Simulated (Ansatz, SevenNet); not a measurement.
For fluorite AuAl2, the machine-learned potential SevenNet-0 (trained on PBE and PBE+U data) gives:

```
Quantity                                 Value
------------------------------  --------------
equilibrium lattice constant a         6.064 Å
elastic constant C11                   121 GPa
elastic constant C44                  21.5 GPa
polycrystal shear modulus             16.9 GPa
formation enthalpy              -0.449 eV/atom
```

Problem. What does r²SCAN (Ansatz, an electronic-structure program, plane waves, PAW) give for the same quantities?

Solution. 
- lattice constant a: 6.010 Å (falls by 0.9 %)
- elastic constant C11: 160 GPa (increases by 32 %)
- elastic constant C44: 56.4 GPa (goes up by 160 %)
- Voigt–Reuss–Hill shear modulus: 44.6 GPa (rises by 160 %)
- formation enthalpy: -0.483 eV/atom (moves by -0.034 eV/atom)

Changes are worked out from the printed values.

Unless a cell is named, each level is at its own relaxed cell (SevenNet-0 18.58, r²SCAN 18.09 Å³/atom).

Levels without +SOC leave out spin–orbit coupling, which shifts energies and cells of such heavy elements.

Ansatz's density-functional and Hartree–Fock values are scalar-relativistic unless marked +SOC, with PAW data made under PBE.
